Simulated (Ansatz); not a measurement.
Consider Ba in the bcc (W type) structure (space group Im-3m, No. 229; a = 4.8819 Å; relaxed with 0.1 eV smearing). Axes: x, y, z lie along the cube axes.

The values are results of PBEsol (Ansatz, a first-principles code; PAW; 420 eV plane waves; scalar-relativistic without spin-orbit coupling), not measurements.

For the base:

```
Property                         Value
-----------------------------  -------
Shortest interatomic distance  4.228 Å
```

Modification: a pure shear with ε_xy = ε_yx = 0.0143; the atoms relax in the strained cell.

Question: What happens to the shortest interatomic distance, stress and energy relative to the base?

Answer: The shortest interatomic distance falls by 0.040 Å (4.228 Å → 4.188 Å); the stress (xx, yy, zz, yz, xz, xy; compression positive) amounts to (0.0, 0.0, 0.0, 0.0, 0.0, -0.3) GPa; the energy rises by 1.7 meV/atom.

No phonon test of stability was made.
